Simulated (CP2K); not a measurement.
CP2K is run on ZnS (P6_3mc, 12 atoms in the cell), and the run fails. The aim is a self-consistent single point with DFT PBE, GPW, DZVP-MOLOPT-SR-GTH basis, GTH-PBE potentials (GTH_POTENTIALS).

The input file:

```
&GLOBAL
  PROJECT scf
  RUN_TYPE ENERGY_FORCE
  PRINT_LEVEL LOW
&END GLOBAL
&FORCE_EVAL
  METHOD Quickstep
  STRESS_TENSOR ANALYTICAL
  &DFT
    BASIS_SET_FILE_NAME BASIS_MOLOPT
    POTENTIAL_FILE_NAME GTH_POTENTIALS
    &QS
      METHOD GPW
      EPS_DEFAULT 1E-10
    &END QS
    &MGRID
      CUTOFF 600
      REL_CUTOFF 50
      NGRIDS 5
    &END MGRID
    &SCF
      SCF_GUESS ATOMIC
      EPS_SCF 1E-6
      MAX_SCF 100
      ADDED_MOS 18
      &DIAGONALIZATION
        ALGORITHM STANDARD
      &END DIAGONALIZATION
      &MIXING
        METHOD BROYDEN_MIXING
        ALPHA 0.4
        NBUFFER 8
        BETA 0
      &END MIXING
    &END SCF
    &KPOINTS
      SCHEME MONKHORST-PACK 6 6 1
      GAMMA_CENTERED T
    &END KPOINTS
    &XC
      &XC_FUNCTIONAL PBE
      &END XC_FUNCTIONAL
    &END XC
    &PRINT
      &MO
        EIGENVALUES T
        OCCUPATION_NUMBERS T
        NDIGITS 8
        FILENAME mo
        &EACH
          QS_SCF 0
        &END EACH
        ADD_LAST NUMERIC
      &END MO
      &MULLIKEN OFF
      &END MULLIKEN
    &END PRINT
  &END DFT
  &SUBSYS
    &CELL
      A 3.80796000 0.00000000 0.00000000
      B -1.90398000 3.29779000 0.00000000
      C 0.00000000 0.00000000 18.67874000
      PERIODIC XYZ
    &END CELL
    &COORD
      SCALED
      Zn       0.33333300     0.66666700     0.83326000
      Zn       0.66666700     0.33333300     0.33326000
      Zn       0.66666700     0.33333300     0.66686000
      Zn       0.33333300     0.66666700     0.16686000
      Zn       0.00000000     0.00000000     0.49994000
      Zn       0.00000000     0.00000000     0.99994000
      S        0.33333300     0.66666700     0.95812000
      S        0.66666700     0.33333300     0.45812000
      S        0.66666700     0.33333300     0.79171000
      S        0.33333300     0.66666700     0.29171000
      S        0.00000000     0.00000000     0.62511000
      S        0.00000000     0.00000000     0.12511000
    &END COORD
    &KIND Zn
      BASIS_SET DZVP-MOLOPT-SR-GTH-q12
      POTENTIAL GTH-PBE-q12
    &END KIND
    &KIND S
      BASIS_SET DZVP-MOLOPT-SR-GTH-q6
      POTENTIAL GTH-PBE-q6
    &END KIND
  &END SUBSYS
  &PRINT
    &FORCES ON
    &END FORCES
    &STRESS_TENSOR ON
    &END STRESS_TENSOR
  &END PRINT
&END FORCE_EVAL
```

The program printed (abridged):

```
 GLOBAL| Method name                                                        CP2K
 GLOBAL| Project name                                                        scf
 GLOBAL| Run type                                                   ENERGY_FORCE

 TOTAL NUMBERS AND MAXIMUM NUMBERS

   [... lines left out ...]
                             - Local part of the GTH pseudopotential:          0
                             - Non-local part of the GTH pseudopotential:      4

 SCF PARAMETERS         Density guess:                                    ATOMIC
                        max_scf:                                             100
                        max_diis:                                              4
                        eps_scf:                                        1.00E-06
                        eps_diis:                                       1.00E-01
                        eps_eigval:                                     1.00E-05
                        level_shift [a.u.]:                             0.000000
                        added MOs                                        18    0
                        Mixing method:                            BROYDEN_MIXING
                                                charge density mixing in g-space
                        No outer SCF

 *******************************************************************************
 *   ___                                                                       *
 *  /   \                                                                      *
 * [ABORT]                                                                     *
 *  \___/      Mixing employing the Kerker damping factor needs BETA /= 0.0    *
 *    |                                                                        *
 *  O/|                                                                        *
 * /| |                                                                        *
 * / \                                             qs_scf_initialization.F:740 *
 *******************************************************************************

 ===== Routine Calling Stack =====

            3 qs_energies
            2 qs_forces
            1 CP2K
Abort(1) on node 0 (rank 0 in comm 0): application called MPI_Abort(MPI_COMM_WORLD, 1) - process 0
```

Q: Read the log: what does the program object to, and what is the fix?

A: The fault is a screening parameter of zero in the density mixing; here the program stops on it instead of giving results. To fix it, leave the parameter to its default or give it a positive value. The program stopped before any SCF iteration.

An input that runs soundly differs in these lines (not the only fix; some lines may just follow from the change or write a value another way):
```diff
-        BETA 0
+        BETA 1
```

With that input, the run converged in 15 iterations: free energy E − TS -11559.1550 eV; top of the valence band (on the code's own zero) 3.36 eV; gap on the k-point mesh 2.15 eV; pressure 2.68 GPa; largest force (vector length) 0.019 eV/Å (DFT PBE, GPW, DZVP-MOLOPT-SR-GTH basis, GTH-PBE potentials (GTH_POTENTIALS)).

On the sound input: the starting cell comes from a database of computed structures (which also holds hypothetical and non-ambient phases and stackings), without a prior relaxation at this level. Values carry the incompleteness of an atom-centred basis.
